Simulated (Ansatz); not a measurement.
## ZrSe2: biaxial strain −3.70 %, plane normal [001], relaxed out of plane

Consider ZrSe2 in the CdI2 type structure (space group P-3m1, No. 164; a = 3.6599 Å, c = 5.8413 Å; layered, stacked along the Cartesian z axis; relaxed with 0.1 eV smearing). Axes: x lies along a and z along c of the hexagonal cell.

Perturbation: biaxial strain −3.70 %, plane normal [001], relaxed out of plane (Cartesian); in-plane vectors clamped, the third vector and the atoms free.

Method: Ansatz (a quantum-chemistry and plane-wave program), PBEsol-D3(BJ), PAW, cutoff 420 eV, spin-orbit coupling left out. k-mesh 18×18×10 (Γ-centred); smearing 0.1 eV (Fermi–Dirac).

The space group stays P-3m1 (No. 164) and the shortest interatomic distance shrinks by 0.0204 Å, from 2.656 Å to 2.635 Å. The pressure (mean of the normal stresses, compression positive) goes from zero to 3.5 GPa and the band gap stays zero. The out-of-plane strain comes out as +1.55 % and the ratio −ε⊥/ε∥ comes out as 0.42. The mean in-plane stress (compression positive) comes out as +5.2 GPa.

Final structure (turned so that z lies along the plane normal):

```yaml
crystal:
  lattice:
    - [3.52451, 0.00000, 0.00000]
    - [1.76226, 3.05232, 0.00000]
    - [0.00000, 0.00000, 5.93160]
  atoms:
    - { symbol: Zr, position: [0.00000, 0.00000, 0.00000] }
    - { symbol: Se, position: [0.33333, 0.33333, 0.28227] }
    - { symbol: Se, position: [0.66667, 0.66667, 0.71773] }
```

Cost of the whole job for the changed cell (relaxation, final SCF and bands): very roughly 3 core-minutes.

Stability against distortions was not tested. The final runs are not spin-polarised. The zero or small gap of ZrSe2 can change with the level of theory.
